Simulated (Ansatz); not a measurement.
The parent structure is CdSe in the zinc blende structure (space group F-43m, No. 216; a = 6.007 Å). Axes: x, y, z lie along the cube axes.

The change: compressive biaxial strain of 2.00 % in the plane normal to [001], as in epitaxy on a mismatched substrate; the out-of-plane cell vector and the atoms relax.

All numbers come from LDA/PAW in Ansatz (an electronic-structure program), no spin-orbit coupling.

**Question.** Give the band edges at the high-symmetry points of the new zone, measured from its valence-band maximum.

**Answer.** 
```
point  valence edge (eV)  conduction edge (eV)
-----  -----------------  --------------------
Γ                   0.00                  0.37
X                  -2.13                  2.75
P                  -2.50                  4.86
N                  -0.77                  2.16
M                  -1.96                  2.93
S                  -1.53                  3.73
S₀                 -1.53                  3.73
R                  -2.49                  4.89
G                  -2.49                  4.89
```

The gap is 0.37 eV, direct at Γ.

Stability against distortions was not tested. Labels are those of the standard path for the cell's own space group.
